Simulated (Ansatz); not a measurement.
TiS (R-3m, No. 166, 6 atoms in the cell; start mp-557762) was calculated with PBEsol in Ansatz (PAW).

Numerical settings: plane-wave cutoff 520 eV, 18×18×18 k mesh, Fermi–Dirac smearing 0.05 eV, no spin polarisation, scalar-relativistic PAW data made under PBE.

Cell (relaxed at this level):

```xyz
6
Lattice="1.6965 0.9795 8.8057 -1.6965 0.9795 8.8057 0.0000 -1.9589 8.8057" Properties=species:S:1:pos:R:3 pbc="T T T"
Ti     0.0000     0.0000    13.2086
Ti     0.0000     0.0000    16.3298
Ti     0.0000     0.0000    10.0874
S      0.0000     0.0000     0.0000
S      0.0000     0.0000    20.5183
S      0.0000     0.0000     5.8989
```

Task: Predict the bulk modulus B0.

Result: 
- bulk modulus B0 = 144 GPa

Note: the run has no spin polarisation, so it can have missed a magnetic state; the bulk modulus is −V dP/dV from two relaxed cells at ±2 % in volume; the relaxation could not lower the start's symmetry, so the cell can be a saddle point above a distorted one.

Static lattice: no zero-point or thermal effects.

A start named mp-… is a Materials Project structure, which need not be a measured phase.

Ansatz is a program for electronic structure.
